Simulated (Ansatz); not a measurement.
Ansatz (an electronic-structure program) run on YbNi4Au (F-43m, 6 atoms in the cell): relaxation of cell and atoms.

Computed with PBEsol, PAW files made with PBE (plane waves; Ansatz).

```
CELL_PARAMETERS angstrom
      2.43682     1.40690     3.97930
     -2.43682     1.40690     3.97930
      0.00000    -2.81379     3.97930
ATOMIC_POSITIONS crystal
  Yb 0.25000 0.25000 0.25000
  Ni 0.62501 0.62501 0.12498
  Ni 0.12498 0.62501 0.62501
  Ni 0.62501 0.12498 0.62501
  Ni 0.62500 0.62500 0.62500
  Au 0.00000 0.00000 0.00000
```

Reference input (self-consistent single point, DFT, PBEsol, plane waves, PAW files made with PBE): kpoints.mp_grid.grid = 7 7 7; hamiltonian.xc = pbesol; hamiltonian.pseudopotentials = {kind: paw} (the program's default PAW files); scf.occupations.method = gaussian; scf.occupations.width = 0.272 eV. This run's input differs from it in these lines:

```diff
@@ -19,2 +19,4 @@
   occupations: { method: gaussian, width: 0.272 eV }
+relax:
+  cell: {}
 output:
```

Output, abridged:

```
   [... SCF lines of the steps left out ...]
relax step   1: F+E_penalty+E_count = -49907.30036815 eV  Δ(F+E_penalty+E_count) = +0.000e0 eV  max|allowed force component| = 1.338e-1 eV/Å  Δτ_max = 0.0000 Å  P = -3.335 GPa  Ω = 81.854 Å³  (16 SCF iters, dr2 threshold 1.00e-7 eV, accepted)
relax step   2: F+E_penalty+E_count = -49907.32036629 eV  Δ(F+E_penalty+E_count) = -2.000e-2 eV  max|allowed force component| = 9.700e-2 eV/Å  Δτ_max = 0.0021 Å  P = -0.412 GPa  Ω = 80.308 Å³  energy of the carried Pulay correction = +6.775e-4 eV  [...]
relax step   3: F+E_penalty+E_count = -49907.32137350 eV  Δ(F+E_penalty+E_count) = -1.007e-3 eV  max|allowed force component| = 4.665e-2 eV/Å  Δτ_max = 0.0023 Å  P = +0.070 GPa  Ω = 80.069 Å³  energy of the carried Pulay correction = +7.833e-4 eV  [...]
relax step   4: F+E_penalty+E_count = -49907.32155852 eV  Δ(F+E_penalty+E_count) = -1.850e-4 eV  max|allowed force component| = 6.921e-4 eV/Å  Δτ_max = 0.0020 Å  P = +0.008 GPa  Ω = 80.099 Å³  energy of the carried Pulay correction = +7.700e-4 eV  [...]
relax step   5: F+E_penalty+E_count = -49907.32078151 eV  Δ(F+E_penalty+E_count) = +7.770e-4 eV  max|allowed force component| = 7.213e-4 eV/Å  Δτ_max = 0.0000 Å  P = +0.015 GPa  Ω = 80.099 Å³  stress off target by 1.45e-2 GPa  SCF on the basis [...]
basis re-selected at this cell: Δ(F+E_penalty+E_count) = +7.770e-4 eV, ΔP = +0.007 GPa vs the last step
the relaxation is at rest under the 24 symmetry operations that the run kept from its start: a minimum is not shown …
Free energy (F): -49907.320782 eV
Internal energy: -49906.927733 eV  (E = F + TS)
E sigma→0 (E₀):  -49907.124257 eV
Entropy (-TS):   -0.393049 eV (-65.508 meV/atom)
Fermi energy:    18.604706 eV
--- Forces (eV/Å), atoms counted from 1 ---
  atom   1  Yb     0.00000000     0.00000000     0.00000000
   [... lines left out ...]
  cell:  # Å, volume = 80.0995 Å³
   [... lines left out ...]
    - { symbol: Ni, position: [0.1233770932938218, 0.6255409689020593, 0.6255409689020592] }
    - { symbol: Ni, position: [0.6255409689020593, 0.1233770932938218, 0.6255409689020592] }
    - { symbol: Ni, position: [0.6255409689020593, 0.6255409689020593, 0.6255409689020592] }
    - { symbol: Au, position: [-2.2589260534743365e-17, -2.257442966845791e-17, -2.25086893873156e-17] }
```

The run converged. 

Summary of the result:
- Free energy E − TS (on the zero of these files) = -49907.3208 eV
- Fermi level (on the code's own zero) = 18.60 eV
- Pressure = 0.01 GPa
- Final cell = a = 4.8385 Å, b = 4.8385 Å, c = 4.8385 Å, α = 60.00°, β = 60.00°, γ = 60.00°
- Final volume per atom = 13.35 Å³
- Relaxation steps = 5

The starting cell comes from a database of computed structures (which also holds hypothetical and non-ambient phases and stackings), without a prior relaxation at this level. Spin polarisation is off. The relaxation keeps the symmetry of its start, so its end need not be a minimum. Ansatz's pressure includes its estimate of the finite-basis (Pulay) stress.

Cost on one core of a shared machine: roughly 40 s.

Keys are those of Ansatz 0.2.
